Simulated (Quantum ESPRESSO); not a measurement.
Quantum ESPRESSO run on CaNi₂ (Fd-3m, 6 atoms in the cell): self-consistent single point.

Method of the run: LDA (PZ), PSlibrary ultrasoft (LDA) pseudopotentials (plane waves; Quantum ESPRESSO).

```
CaNi2
1.0
   -3.49996     0.00000     3.49996
    0.00000     3.49996     3.49996
   -3.49996     3.49996     0.00000
Ca Ni
2 4
Direct
  0.00000   0.00000   0.00000
  0.25000   0.25000   0.25000
  0.62500   0.62500   0.62500
  0.12500   0.62500   0.62500
  0.62500   0.62500   0.12500
  0.62500   0.12500   0.62500
```

Reference input (self-consistent single point, DFT, PBEsol, plane waves, PSlibrary ultrasoft (PBE) pseudopotentials): ecutwfc = 50 Ry; ecutrho = 300 Ry; occupations = smearing; smearing = fd; degauss = 0.0073499 Ry; input_dft = pbesol; potentials = {Ca: Ca.pbe-spn-rrkjus_psl.1.0.0.UPF, Ni: Ni.pbe-n-rrkjus_psl.1.0.0.UPF}; K_POINTS = automatic 6 6 6 0 0 0; conv_thr = 1e-10 Ry. This run's input differs from it in these lines:

```diff
@@ -17,3 +17,2 @@
   degauss = 0.0073499
-  input_dft = 'pbesol'
 /
@@ -23,4 +22,4 @@
 ATOMIC_SPECIES
-Ca    40.0780  Ca.pbe-spn-rrkjus_psl.1.0.0.UPF
-Ni    58.6934  Ni.pbe-n-rrkjus_psl.1.0.0.UPF
+Ca    40.0780  Ca.pz-spn-rrkjus_psl.1.0.0.UPF
+Ni    58.6934  Ni.pz-n-rrkjus_psl.1.0.0.UPF
 ATOMIC_POSITIONS {crystal}
```

The program printed (abridged):

```
     Self-consistent Calculation

     iteration #  1     ecut=    50.00 Ry     beta= 0.70

     total energy              =    -549.67581272 Ry
     estimated scf accuracy    <       1.43097365 Ry

     iteration #  2     ecut=    50.00 Ry     beta= 0.70

     total energy              =    -545.33980184 Ry
     estimated scf accuracy    <      78.74727804 Ry

     iteration #  3     ecut=    50.00 Ry     beta= 0.70

     total energy              =    -550.81552307 Ry
     estimated scf accuracy    <       0.17043986 Ry

   [... 10 blocks of this kind left out ...]

     iteration # 14     ecut=    50.00 Ry     beta= 0.70

     total energy              =    -550.88580325 Ry
     estimated scf accuracy    <          2.1E-10 Ry

     iteration # 15     ecut=    50.00 Ry     beta= 0.70
     End of self-consistent calculation

     the Fermi energy is    11.8734 ev

!    total energy              =    -550.88580325 Ry
     estimated scf accuracy    <          4.4E-11 Ry
     smearing contrib. (-TS)   =      -0.01177477 Ry
     internal energy E=F+TS    =    -550.87402848 Ry

     convergence has been achieved in  15 iterations

     Forces acting on atoms (cartesian axes, Ry/au):

     atom    1 type  1   force =     0.00000000   -0.00000000    0.00000000
   [... zero for the other atoms too ...]

     Total force =     0.000000     Total SCF correction =     0.000000

          total   stress  (Ry/bohr**3)                   (kbar)     P=      -23.96
  -0.00016285   0.00000000   0.00000000          -23.96        0.00        0.00
   0.00000000  -0.00016285  -0.00000000            0.00      -23.96       -0.00
   0.00000000  -0.00000000  -0.00016285            0.00       -0.00      -23.96

   JOB DONE.
```

The run converged in 15 iterations. Against the reference run the pressure goes from 2.54 to -2.40 GPa.

The starting cell comes from a database of computed structures (which also holds hypothetical and non-ambient phases and stackings), without a prior relaxation at this level. Its lattice was rescaled by a random factor within 2.5 % of one. Spin polarisation is off.

Cost on one core of a shared machine: roughly 70 s.
